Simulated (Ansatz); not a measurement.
B20 (FeSi-type) MnSi, treated with PBE (PAW; Ansatz, an electronic-structure program).

Numerical settings: plane-wave cutoff 520 eV, 14×14×14 k mesh, Fermi–Dirac smearing 0.019 eV (set by the program), spin-polarised with parallel moments, scalar-relativistic PAW data made under PBE.

Computed at the level's own relaxed cell.

### Question
Give the computed polycrystal shear modulus (Hill average), elastic constant C44, elastic constant C12 and elastic constant C11.

### Answer

polycrystal shear modulus (Hill average): 144 GPa
elastic constant C44: 145 GPa
elastic constant C12: 114 GPa
elastic constant C11: 402 GPa

Note: the collinear magnetic order is the start's and need not be the measured one.

Elastic constants are with the ions relaxed.
